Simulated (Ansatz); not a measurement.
The structure below was relaxed with PBEsol, PAW, 420 eV (Ansatz, a quantum-chemistry and plane-wave program; no SOC), at pressure −2 GPa.

```xyz
6
Lattice="4.7912 0.0000 0.0000 0.0000 4.7912 0.0000 0.0000 0.0000 3.2179" Properties=species:S:1:pos:R:3 pbc="T T T"
Sn     0.0000     0.0000     0.0000
Sn     2.3956     2.3956     1.6089
O      1.4685     1.4685     0.0000
O      3.8640     0.9271     1.6089
O      0.9271     3.8640     1.6089
O      3.3227     3.3227     0.0000
```

Task: Find the space group and the Wyckoff positions.

Result: Space group P4₂/mnm (No. 136); a = b = 4.791 Å, c = 3.218 Å, α = β = γ = 90.00°

| atom | site | symmetry | x | y | z |
|---|---|---|---|---|---|
| Sn | 2a | m.mm | 0.0000 | 0.0000 | 0.0000 |
| O | 4f | m.2m | 0.3065 | 0.3065 | 0.0000 |

Task: Describe the coordination.

Result: The crystal has 6 atoms in its conventional cell. Conventional cell: a = b = 4.791 Å, c = 3.218 Å, α = β = γ = 90.00°. Sn has 6 O at 2.076 Å (octahedral). O sees 3 Sn at 2.076 Å (trigonal planar). (Neighbours: up to the widest gap in distance over summed covalent radii, below 1.35, at either atom; cation-cation and far metal-metal contacts left out.)

Load acts through the strain it causes; cell and atoms are relaxed under it. Whether these cells are dynamically stable was not tested. The cell was made from SnO₂ in the rutile structure (space group P4_2/mnm, No. 136) by this change: pressure −2 GPa.
